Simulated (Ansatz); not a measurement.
Defect: Ru-vacancy pair (Ru on one host W site, one W site vacant) in bcc W, neutral cell. The step: Ru and the vacancy change places (Ru-vacancy distance between ideal sites 2.76 Å throughout); the atom moves 2.75 Å along (0.50, 0.50, 0.49) of the unit cell; the moving atom starts with neighbours 3 W at 2.74, 3 W at 2.76, W at 2.77, 3 W at 3.15, 2 W at 3.18, W at 3.22 Å and ends with 3 W at 2.74, 3 W at 2.76, W at 2.77, 3 W at 3.15, 2 W at 3.18, W at 3.22 Å. A PBE band in Ansatz (plane-wave PAW, a 2×2×3 k-point mesh shifted by half a step, 36 host sites, 32 SCF runs with any check of the saddle's order, static, no finite-size correction) gives a forward barrier of 1.10 eV. The saddle point's order was not checked, and it lies on a symmetry element of the cell, where a band can be held. Forms of the defect that were not tried may lie lower.

Single points at the band's start and saddle point can refine it. Rough cost of one point, in units of the band's mean SCF on the same machine:

```tsv
Level	Cost of one point
PBE, a 3×3×5 k-point mesh shifted by half a step	about 4
r2SCAN at 500 eV, a 2×2×3 k-point mesh shifted by half a step	about 3
```

Problem. Which of these move the barrier by more than 0.1 eV, and how far does each move it?

Solution. PBE, a 3×3×5 k-point mesh shifted by half a step: +0.18 eV; r2SCAN at 500 eV, a 2×2×3 k-point mesh shifted by half a step: +0.20 eV. Each functional is compared with PBE at the same k-points.

Ansatz is an electronic-structure program.
